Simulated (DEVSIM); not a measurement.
System: p-channel Si planar bulk MOSFET with SiO2, at 300 K.

```
Item                                                        Value
-----------------------  ----------------------------------------
Gate length                                                 50 nm
Source drain length                                         40 nm
Dielectric thickness                                         1 nm
Lateral straggle                                           3.8 nm
Underlap                                                     0 nm
Junction depth                                              25 nm
Substrate depth                                            150 nm
Gate work function                                        5.07 eV
Source and drain doping  8e19 cm⁻³, Gaussian tails under the gate
Body doping                                           1.8e18 cm⁻³
Lifetime                                                   6e-8 s
Supply                                                      0.7 V
```

All mobilities are scaled by 0.5; velocity saturation, μ/(1 + (μE/vsat)^b)^(1/b) with b = 2 for electrons and 1 for holes and E the electric field along each mesh edge, is on. Mobility is μmin + (μ − μmin)/(1 + (N/Nref)^α).

Constants are typed, rounded textbook-type inputs, not results; the design itself was drawn at random and stands for no fabricated device. Values at 300 K.

Si: gap (eV) 1.124, affinity (eV) 4.05, permittivity 11.7, Nc (cm⁻³) 2.86e19, Nv (cm⁻³) 3.1e19, μn (cm²/Vs) 1417, μp (cm²/Vs) 470, μn,min 52, μp,min 45, Nref,n 9.7e16, Nref,p 2.2e17, αn 0.68, αp 0.72, vsat,n (cm/s) 1e7, vsat,p (cm/s) 8.4e6. SiO2: gap (eV) 9, affinity (eV) 0.9, permittivity 3.9.

Simulated with DEVSIM: 2D drift-diffusion, Boltzmann statistics, complete ionisation; no quantum confinement, tunnelling, impact ionisation, self-heating, contact resistance or fringe fields beside the gate. Metal contacts follow the ideal Schottky-Mott rule: no Fermi-level pinning, no interface dipoles.

Transfer curves, |Id| in μA/μm:

```tsv
Vg (V)	Vd = -0.05 V	Vd = -0.7 V
0.21	8.765e-6	4.482e-5
0.175	2.597e-5	0.0001302
0.14	7.710e-5	0.0003800
0.105	0.0002292	0.001108
0.07	0.0006817	0.003238
0.035	0.002026	0.009466
0	0.006011	0.02762
-0.035	0.01776	0.08015
-0.07	0.05208	0.2297
-0.105	0.1503	0.6410
-0.14	0.4202	1.699
-0.175	1.104	4.124
-0.21	2.602	8.871
-0.245	5.284	16.54
-0.28	9.126	27.39
-0.315	13.73	41.11
-0.35	18.69	57.48
-0.385	23.72	76.11
-0.42	28.68	96.81
-0.455	33.49	119.3
-0.49	38.13	143.3
-0.525	42.60	168.8
-0.56	46.89	195.6
-0.595	51.01	223.4
-0.63	54.96	252.3
-0.665	58.77	282.1
-0.7	62.43	312.7
```

Work out the subthreshold swing at low drain bias from the rows at 0.105 and 0.07 V, and compare it with the thermal limit.

log10(0.0006817/0.0002292) = 0.473 over 35.0 mV, so S = 73.9 mV/decade. The limit kT/q ln 10 is 59.5 mV/decade; the ratio is 1.24. This is the steepest step of the table.

Find both thresholds at the constant current 0.1 μA × (1 μm/L) a micrometre, and the DIBL.

The current is 2.00 μA/μm. Interpolating ln Id gives -0.199 V and -0.146 V; their difference over the 0.65 V of drain bias is 81 mV/V.

Source and drain are degenerate, where Boltzmann statistics are only rough. The electric field that drives the saturation includes the junctions' built-in field, which lowers the mobility there even at small currents: subthreshold currents come out too low, a known weakness of this choice.
